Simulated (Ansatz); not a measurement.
**Defect calculation: Ga vacancy in metastable alpha Ga2O3**

Method: PBE, PAW (plane waves to 420 eV; Ansatz, a quantum-chemistry and plane-wave program). Cell: 120 sites, 2×2×1 repeats of a cell of 30 atoms; final energies on a 2×2×2 Γ-centred mesh. Site at the start: the Ga site. Finite-size correction: monopole term and site-potential alignment. Dielectric constants: PBE linear response of the host. Host gap at this level: 2.40 eV. A cell of this size leaves errors of a few tenths of an eV. The semilocal functional narrows the gap, so deep levels can fall outside it. Spin–orbit coupling is left out. Each state is the lowest found from its start.

Formation energies E_f are given with the Fermi level at the valence-band maximum. Chemical conditions: Ga-rich (Δμ(Ga) = 0.00 eV; only phases computed here count, gases as isolated molecules at 0 K); O-rich (Δμ(Ga) = -4.48 eV; only phases computed here count, gases as isolated molecules at 0 K). Reference phases: Ga: alpha gallium.

Charges with a result: +1, 0, −1, −2, −3. Others weren't obtained, and one of them could lie lower, also by skipping a charge.

```tsv
charge	moment (μB)	point group	largest move off a lattice site (Å)	image correction with alignment (eV)	E_f, Ga-rich (eV)	E_f, O-rich (eV)	above the lowest spin state (eV)
+1†	4.0	–	0.22	-0.17	–	–	0.00
+1†	not spin-polarised	–	0.20	-0.21	–	–	0.44
0†	3.0	–	0.21	0.00	8.89	4.41	0.00
0†	3.0	–	0.21	0.00	8.89	4.41	0.00
−1	2.0	C3	0.19	0.36	9.21	4.73	0.00
−1†	not spin-polarised	–	0.18	0.37	–	–	0.23
−2†	1.0	–	0.21	0.92	–	–	0.00
−2†	1.0	–	0.21	0.92	–	–	0.00
−3	not spin-polarised	C3	0.22	1.70	10.91	6.43	0.00
```

† Not settled in this cell, so no level is given: charge +1: a level filled in part, level within 0.1 eV of a band edge or past it; charge 0: a level filled in part; charge −2: a level filled in part.

Point groups are those of the whole cell at tolerances of 0.03 and 0.1 Å ("near" where only the looser one holds); none is given for unsettled states.

Starting moments that weren't kept: charge +1 began with 2 μB and ended with 4.0; charge 0 began with 1 μB and ended with 3.0; charge −2 began with 3 μB and ended with 1.0.

Flagged in the runs: a host whose relaxation on this sampling wasn't shown to rest, a strain field that reaches the edge of the cell.

All states together cost around 15 core-hours (rough).
